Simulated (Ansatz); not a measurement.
Start from CdSe in the wurtzite structure (space group P6_3mc, No. 186).

```yaml
crystal:
  lattice:
    - [4.24755, 0.00000, 0.00000]
    - [-2.12377, 3.67848, 0.00000]
    - [0.00000, 0.00000, 6.94096]
  atoms:
    - { symbol: Cd, position: [0.33333, 0.66667, 0.00031] }
    - { symbol: Cd, position: [0.66667, 0.33333, 0.50031] }
    - { symbol: Se, position: [0.33333, 0.66667, 0.37569] }
    - { symbol: Se, position: [0.66667, 0.33333, 0.87569] }
```

Cartesian axes are those of the cell as printed.

Computed with LDA (Ansatz, an electronic-structure program, PAW, scalar-relativistic without spin-orbit coupling).

Strains are applied to the cell and any free atomic positions relax; under biaxial strain the out-of-plane vector relaxes too.

One change was made to it. Results:

| quantity | base | after |
|---|---|---|
| band gap | 0.46 eV | 0.44 eV |
| valence-band top at Γ (three highest levels, from the VBM) | 0.00, 0.00, -0.07 eV | 0.00, 0.00, -0.18 eV |
| electron mass | 0.047 mₑ (at Γ) | 0.050 mₑ out of plane, 0.046 mₑ in plane (at Γ) |
| pressure (mean of the normal stresses, compression positive) | 0.00 GPa | 0.72 GPa |

Q: What was done to the base?
A. biaxial strain −2.40 %, plane normal [001], relaxed out of plane
B. biaxial strain −1.80 %, plane normal [001], relaxed out of plane
C. biaxial strain −1.20 %, plane normal [001], relaxed out of plane

A: C, biaxial strain −1.20 %, plane normal [001], relaxed out of plane. For comparison, the valence-band top at Γ in the other runs: biaxial strain −2.40 %, plane normal [001], relaxed out of plane gives 0.00, 0.00, -0.30 eV; biaxial strain −1.80 %, plane normal [001], relaxed out of plane gives 0.00, 0.00, -0.24 eV.

Effective masses come from finite differences of ±0.01 Å⁻¹. No phonon test of stability was made.
